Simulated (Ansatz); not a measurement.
Consider the following.

```yaml
crystal:
  lattice:
    - [0.00000, 2.69926, 2.69926]
    - [2.69926, 0.00000, 2.69926]
    - [2.69926, 2.69926, 0.00000]
  atoms:
    - { symbol: Ga, position: [0.00000, 0.00000, 0.00000] }
    - { symbol: P, position: [0.25000, 0.25000, 0.25000] }
```

Computed with PBEsol with spin-orbit coupling, rigid bands (plane waves, PAW; Ansatz, a program for electronic structure). Condition of this run: hydrostatic pressure 2 GPa (the target of the relaxation). Geometry: cell and atoms relaxed with PBEsol, then loaded as said.

Q: What conductivity effective mass do dilute holes have at 300 K?

A: 0.47 mₑ.

Q: Predict the electron conductivity mass (n e² τ/σ) at 300 K, by direction if it differs.

A: 0.35 mₑ.

Q: And the band gap?

A: 1.38 eV at this level; semilocal functionals usually fall short of the measured gap.

Rigid bands, one relaxation time for all states, no polarons.
